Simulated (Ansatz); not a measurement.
Where the default PAW files enter, the runs use the earlier of Ansatz's two default sets.

Here is the system:

```
CELL_PARAMETERS angstrom
      2.55394     0.00000     0.00000
     -1.27697     2.21178     0.00000
      0.00000     0.00000     4.22685
ATOMIC_POSITIONS crystal
  B  0.66667 0.33333 0.99972
  B  0.33333 0.66667 0.49972
  N  0.66667 0.33333 0.62528
  N  0.33333 0.66667 0.12528
```

Space group of this cell: P6_3mc, wurtzite. The cell is taken as given; by r2SCAN its mean pressure is -5.0 GPa.

The current runs along the normal of the first two printed vectors, the (001) plane. All runs by Ansatz (a first-principles code), plane waves and PAW, without spin-orbit coupling; the base is r2SCAN.

```csv
run,mean pressure (GPa),gap (eV),mid-gap κ (1/Å)
base,-5.0,5.75,0.367
all lengths scaled by 0.98,20.3,5.66,0.372
all lengths scaled by 1.02,-24.8,5.81,0.360
lda in place of r2scan,-13.9,4.98,0.360
"lengths across the current scaled by 0.98, ions clamped",11.4,5.61,0.346
"lengths across the current scaled by 1.02, ions clamped",-18.5,(withheld),(withheld)
"lengths along the current scaled by 0.97, ions clamped",7.6,(withheld),(withheld)
"lengths along the current scaled by 1.03, ions clamped",-15.1,(withheld),(withheld)
pbesol in place of r2scan,-6.1,4.98,0.356
```

**Question.** What belongs in the gaps?

**Answer.** 
- lengths across the current scaled by 1.02, ions clamped, gap (eV): 5.86
- lengths across the current scaled by 1.02, ions clamped, mid-gap κ (1/Å): 0.389
- lengths along the current scaled by 0.97, ions clamped, gap (eV): 5.82
- lengths along the current scaled by 0.97, ions clamped, mid-gap κ (1/Å): 0.409
- lengths along the current scaled by 1.03, ions clamped, gap (eV): 5.67
- lengths along the current scaled by 1.03, ions clamped, mid-gap κ (1/Å): 0.328
